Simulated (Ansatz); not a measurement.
# Hypothetical Pm-3n ZnO, response to strain

Start from ZnO (space group Pm-3n, No. 223; a hypothetical phase, not in the database extracts checked).

```
ZnO
1.0
    5.65658     0.00000     0.00000
    0.00000     5.65658     0.00000
    0.00000     0.00000     5.65658
Zn O
6 6
Cartesian
  1.41414   0.00000   2.82829
  2.82829   1.41414   0.00000
  2.82829   4.24243   0.00000
  4.24243   0.00000   2.82829
  0.00000   2.82829   4.24243
  0.00000   2.82829   1.41414
  1.41414   2.82829   0.00000
  0.00000   1.41414   2.82829
  0.00000   4.24243   2.82829
  4.24243   2.82829   0.00000
  2.82829   0.00000   4.24243
  2.82829   0.00000   1.41414
```

Cartesian axes are those of the cell as printed.

Strains are applied to the cell and any free atomic positions relax; under biaxial strain the out-of-plane vector relaxes too.

Levels (all Ansatz, an electronic-structure program, PAW): PBE (420 eV, no SOC); PBEsol (420 eV, scalar-relativistic without spin-orbit coupling).

The base cell above is that of PBE; each level relaxes its own structures.

Notes on the quantities. pressure: mean of the normal stresses, compression positive.

| case | pressure, PBE | pressure, PBEsol |
|---|---|---|
| biaxial strain +2.82 %, plane normal [001], relaxed out of plane | -3.14 GPa | -3.36 GPa |
| isotropic strain +1.12 % | -3.22 GPa | -3.60 GPa |
| uniaxial strain ε_xx = +2.35 % | -2.30 GPa | -2.58 GPa |
| tensor shear ε_yz = −1.81 % | -0.05 GPa | -0.06 GPa |

The two levels differ by at most about 0.39 GPa. They put the cases in the same order.

Stability against distortions was not tested.
